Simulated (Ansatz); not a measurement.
**BAs: pressure series**

Consider BAs in the zinc blende structure (space group F-43m, No. 216; a = 4.784 Å).

Cell and atoms are relaxed at each pressure.

Level of theory: Ansatz (an electronic-structure program), r2SCAN, PAW, cutoff 500 eV, no spin-orbit coupling.

Candidates:
(a) pressure 50 GPa
(b) pressure 3 GPa
(c) pressure 75 GPa
(d) pressure −1 GPa
(e) pressure 100 GPa

Base values:

| Property | Value |
|---|---|
| Band gap | 1.38 eV |

Order them by band gap, highest first.

(d) pressure −1 GPa (1.39 eV), (b) pressure 3 GPa (1.36 eV), (a) pressure 50 GPa (1.12 eV), (c) pressure 75 GPa (1.03 eV), (e) pressure 100 GPa (0.96 eV)

Load acts through the strain it causes; cell and atoms are relaxed under it. No phonon test of stability was made. Competing high-pressure phases were not computed.
